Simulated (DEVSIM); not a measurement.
Device: abrupt GaAs n-p junction, at 400 K.

Layer 1 from the left is GaAs, thickness (μm) 80.0, Nd (cm⁻³) 5.4e16, τn (s) 9e-9, τp (s) 9e-9. Layer 2 from the left is GaAs, thickness (μm) 1.20, Na (cm⁻³) 9e15, τn (s) 9e-9, τp (s) 9e-9.

Left contact: ohmic. Right contact: ohmic. Voltage is applied to the left contact. Recombination: SRH at mid-gap, radiative, Auger. Mobility is constant in doping.

Constants are typed, rounded textbook-type inputs, not results; the design itself was drawn at random and stands for no fabricated device. Values at 300 K; Nc and Nv go as T^1.5, mobilities as T to minus their exponent, the gap by Varshni's rule with the affinity fixed.

GaAs: gap (eV) 1.424, affinity (eV) 4.07, permittivity 12.9, Nc (cm⁻³) 4.7e17, Nv (cm⁻³) 9e18, μn (cm²/Vs) 8500, μp (cm²/Vs) 400, T exponent of μn 2.1, T exponent of μp 2.2, B (cm³/s) 2e-10, Cn (cm⁶/s) 1e-30, Cp (cm⁶/s) 1e-30, Varshni α (eV/K) 0.000541, Varshni β (K) 204.

Model (solved in DEVSIM): 1D drift-diffusion, Boltzmann statistics, complete ionisation; no tunnelling, impact ionisation, image-force lowering or self-heating.

**Question.** What does the simulation give for the dark forward voltage at 100 A/cm², the dark forward voltage at 1 A/cm², the potential step across the device at zero bias, the largest field in the device at zero bias?

**Answer.** dark forward voltage at 100 A/cm² 0.890 V; dark forward voltage at 1 A/cm² 0.706 V; potential step across the device at zero bias 1.035 V; largest field in the device at zero bias 46000 V/cm.
